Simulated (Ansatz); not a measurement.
A periodic model of amorphous Zn$_{48}$O$_{30}$N$_{12}$:

```xyz
90
Lattice="10.5937 0.1779 -0.0839 0.1779 10.4271 -0.0050 -0.0839 -0.0050 10.9392" Properties=species:S:1:pos:R:3 pbc="T T T"
Zn     7.4399     0.1621     3.3386
Zn     3.4452     5.1086     9.3108
Zn     2.9260     8.2014    10.6459
Zn     9.0288     7.7574     2.3514
Zn     8.4383     2.6501     8.6494
Zn     7.0097     2.8150     1.3639
Zn     5.6368     7.3847     8.8257
Zn    10.4783     4.8618     9.2416
Zn     7.6319     7.7599     5.1792
Zn     8.9134     7.7625     8.0107
Zn     1.2521     9.9440     1.1796
Zn     8.2519     6.4483    -0.0635
Zn     0.1640     9.2583     4.2378
Zn     0.8403     8.3078     7.3180
Zn     2.2239     5.1551     4.3852
Zn     5.8573     5.6875     3.4146
Zn     6.8051     2.6301     5.8419
Zn     6.2945     4.3973     9.0578
Zn     4.2667     2.3777     7.9217
Zn     3.1912     3.6238     1.7756
Zn     2.1595     1.7650    10.1538
Zn     7.9235     5.1472     6.2533
Zn     5.6495     9.0679     0.2433
Zn     3.0107     8.0671     5.3938
Zn     3.9324     2.6592     4.6343
Zn     1.6142     6.0507     7.0119
Zn    10.4346     6.6396     4.8089
Zn     8.6635     4.3181     3.1735
Zn    10.1145     3.4825     5.8300
Zn     5.5926    10.0463     5.7835
Zn     6.9787    10.3071     8.5077
Zn     5.1487     8.5162     3.0371
Zn     0.1890     5.0060     1.6560
Zn     5.3759     5.4298     0.6798
Zn    10.0661     0.1923     9.3645
Zn     0.0807     7.5027    10.7670
Zn     7.9935    10.1269     0.7917
Zn     2.8884     0.1114     3.6495
Zn     4.9382     5.4174     6.4457
Zn    10.0554     1.9421     1.1166
Zn     1.4135     0.4717     6.5049
Zn     1.0753     2.1661     3.5733
Zn     2.4492     7.0617     2.4160
Zn     1.4754     3.0666     7.5446
Zn     5.0514     1.1978     2.0808
Zn     8.6249    10.3620     6.2953
Zn     5.5298     1.8489    10.4818
Zn     3.8640     9.9037     8.2898
O      9.0195     8.5051     0.6286
O      7.2097     3.1740    10.2235
O      1.1856     2.1537     5.5812
O      6.4815     0.2158    10.3511
O      0.9625     0.1637     3.1048
O      6.9155     4.5909     2.1883
O      4.7806     3.2675     6.1200
O      2.3973     1.4615     8.1370
O      1.3625     7.6223     4.1422
O      0.7558     4.8305     5.6060
O      5.1405     0.6462     7.5976
O     10.5303     9.9677     6.0504
O      8.6144     0.7714     8.2028
O      7.0013     0.8863     5.0852
O     10.3717     3.3670     2.4046
O      9.5940     6.0878     3.0528
O      4.5417     6.6880     2.3806
O      9.0539     6.7297     6.2451
O      6.3706     6.8695    10.8656
O      2.0340     5.0640     2.4891
O      8.3284     1.3397     1.8121
O     10.4103     8.6887     8.9394
O      6.4224     6.0544     5.1767
O      8.4193     3.6271     4.9599
O      7.2718     3.7193     7.4247
O      2.5478     9.2806     6.9925
O      3.2663     6.1007     5.7038
O     10.1125     3.4696     7.9408
O      8.7538     8.9552     3.8513
O      1.7384     4.7661     8.5010
N      0.5336     0.9326    10.8234
N      3.3009     2.0475     2.9898
N      1.6807     8.0868     0.9560
N      9.9623     5.8090    10.7798
N      7.1197     8.9997     6.5771
N      7.0968     8.4111     7.9561
N      3.8932     4.1036     0.0482
N      4.3718     8.7041     9.7013
N      6.1707     9.8289     2.0290
N      3.8771     2.8083    10.1722
N      4.2196     9.3440     4.5451
N      5.0315     5.5963     8.3593
```

The numbers are results of PBE, scalar-relativistic without spin-orbit coupling (plane waves to 420 eV, PAW; Ansatz, a program for electronic structure), not measurements.

A CHGNet melt-quench gave the starting glass, which DFT then relaxed. O and N atoms were pushed apart under 1.9 Å during the dynamics, to hinder bonds among them. The hot cell started wider than the set density and was brought back towards it in steps. It is the lowest in DFT energy of 4 quenches. It is a model cell: composition and starting density were chosen by hand, and all elements were melted together. No dispersion term was used. Its density started from a set value of 5.21 and ended at 5.20 g/cm³. The simulated quench (nominally 400 K/ps over its main leg) is rapid and tends to freeze in more defects than a deposited or slowly cooled glass has. A cell of this size samples the disorder only roughly. The volume was held where the preparation left it and the shape relaxed, at a PBE pressure of 1.3 GPa. Stress components on the final sampling reach 1.4 GPa. On a 2×2×2 Γ-centred mesh force components of up to 0.25 eV/Å stay, since the relaxation ran on the zone centre alone.

Cut-offs for bonds: Zn-Zn 2.68 Å, Zn-O 2.48 Å, Zn-N 2.64 Å, O-O 1.58 Å, O-N 1.64 Å, N-N 1.70 Å. Two cations that share two anions don't count as bonded, nor two that share one unless they lie closer than Zn-Zn 2.61 Å.

### Question
Give the coordination numbers, mean bond lengths and angles.

### Answer

```
Property                                                                                                                  Result
---------------------------------  ---------------------------------------------------------------------------------------------
Mean coordination of Zn by anions  3.54 (3 with 2, 17 with 3, 27 with 4, 1 with 5); 6 close contacts or bonds to cations besides
Mean coordination of O                                                                                4.03 (29 with 4, 1 with 5)
Mean coordination of N                                                                       4.42 (8 with 4, 3 with 5, 1 with 6)
Mean Zn-O bond                                                                             2.028 Å (spread 0.098 Å, 121 counted)
Mean Zn-N bond                                                                              2.014 Å (spread 0.158 Å, 49 counted)
Mean Zn-Zn close contact                                                                     2.511 Å (spread 0.097 Å, 3 counted)
Mean N-N bond                                                                                1.514 Å (spread 0.014 Å, 2 counted)
Bond angle at Zn                                                                                       mean 109.9°, spread 20.6°
Bond angle at O                                                                                        mean 108.7°, spread 17.5°
Bond angle at N                                                                                        mean 106.5°, spread 21.3°
```

### Question
List the pairs of like atoms that count as bonded by the rules above.

### Answer
Zn6-Zn45 (2.64 Å), Zn6-Zn47 (2.49 Å), Zn14-Zn26 (2.41 Å), N83-N84 (1.50 Å), N85-N88 (1.53 Å).
